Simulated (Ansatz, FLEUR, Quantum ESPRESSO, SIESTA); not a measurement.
**One structure in several programs: Zn7Tc (Fm-3m, 8 atoms in the cell)**

Self-consistent single point, at a second geometry (lattice scaled by 0.98). First geometry:

```yaml
crystal:
  lattice:
    - [0.00000, 3.82291, 3.82291]
    - [3.82291, 0.00000, 3.82291]
    - [3.82291, 3.82291, 0.00000]
  atoms:
    - { symbol: Zn, position: [0.50000, 0.00000, 0.00000] }
    - { symbol: Zn, position: [0.50000, 0.00000, 0.50000] }
    - { symbol: Zn, position: [0.00000, 0.50000, 0.50000] }
    - { symbol: Zn, position: [0.00000, 0.50000, 0.00000] }
    - { symbol: Zn, position: [0.50000, 0.50000, 0.00000] }
    - { symbol: Zn, position: [0.00000, 0.00000, 0.50000] }
    - { symbol: Zn, position: [0.50000, 0.50000, 0.50000] }
    - { symbol: Tc, position: [0.00000, 0.00000, 0.00000] }
```

Shared settings, as Ansatz (a first-principles code) writes them: kpoints.mp_grid.grid = 6 6 6; scf.occupations.method = fermi_dirac; scf.occupations.width = 0.1 eV. Potentials and cutoffs stand in the table.

```csv
code,model,ΔF from the first geometry (meV/atom),pressure (GPa),cutoff
SIESTA,"GGA PBEsol, numerical atomic orbitals DZP, PseudoDojo PBEsol standard norm-conserving potentials (rewritten from UPF to PSML)",-44.2,-4.22,grid 400 Ry
FLEUR,"PBEsol, all-electron FLAPW (FLEUR), scalar-relativistic valence",10.7,–,Kmax 4.2 1/bohr
Ansatz,"PBEsol, PAW files",9.8,6.22,500 eV
Quantum ESPRESSO,"PBEsol, PseudoDojo standard norm-conserving (PBESOL) pseudopotentials",9.3,6.16,85 Ry
```

A dash marks a value that a program does not give, or that is left out as unsure.

On Ansatz's run: spin polarisation is off.

The spread over the programs that give each value: ΔF from the first geometry within 54.9 meV/atom; pressure within 10.44 GPa.

SIESTA uses small atom-centred bases, whose incompleteness enters pressures, forces and empty levels differently from a plane-wave cutoff. FLEUR treats all electrons, but the usual bases taken here (sphere radii, linearisation, local orbitals, empty states) were not tested for convergence, so the values are no reference for the others. Ansatz's pressure is given at a fixed set of plane waves, as the other plane-wave codes print theirs; with its correction for the finite basis it is 6.26 GPa. In the pressure, SIESTA (by 10.40) lies more than 1 GPa from the median of the plane-wave programs.

The starting cell comes from a database of computed structures (which also holds hypothetical and non-ambient phases and stackings), without a prior relaxation at this level. For this run, on top of that: lattice scaled by 0.98.

Left out of this page: Elk (unsound by tests on forces, stress, charge or solver warnings).

Keys are those of Ansatz 0.2.
